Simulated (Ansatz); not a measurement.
The starting structures come from a database of crystals and need not be the phases stable at ambient conditions.

Data:

```
BeTe
1.0
    3.99664     0.00000     0.00000
   -1.99832     3.46119     0.00000
    0.00000     0.00000     6.58677
Be Te
2 2
Direct
  0.66667   0.33333   0.50043
  0.33333   0.66667   0.00043
  0.66667   0.33333   0.87457
  0.33333   0.66667   0.37457
```

Space group of this cell: P6_3mc, wurtzite. The cell is taken as given.

These are r2SCAN (plane waves, PAW; Ansatz, an electronic-structure program) values and carry that method's errors.

The current runs along the normal of the first two printed vectors; no spin-orbit coupling. Scaled by the factor s: the length along the current (ions clamped). Meshes 12×12×6 and 12×12 across the current in all rows.

| s | mean pressure (GPa) | band gap (eV) |
|---|---|---|
| 0.97 | 1.6 | ? |
| 1.00 | -0.4 | 2.58 |
| 1.03 | -1.9 | 2.69 |

### Question
Take the slope of the band gap against ln s from the two given rows, extrapolate to s = 0.97, and say what the run there gives.

### Answer
Slope = (2.69 − 2.58) / ln 1.03 = 3.72 eV. The line gives 2.58 + (3.72) × ln 0.97 = 2.47 eV. The run gives 2.43 eV, 0.04 eV under the line, 32 % of the predicted step.
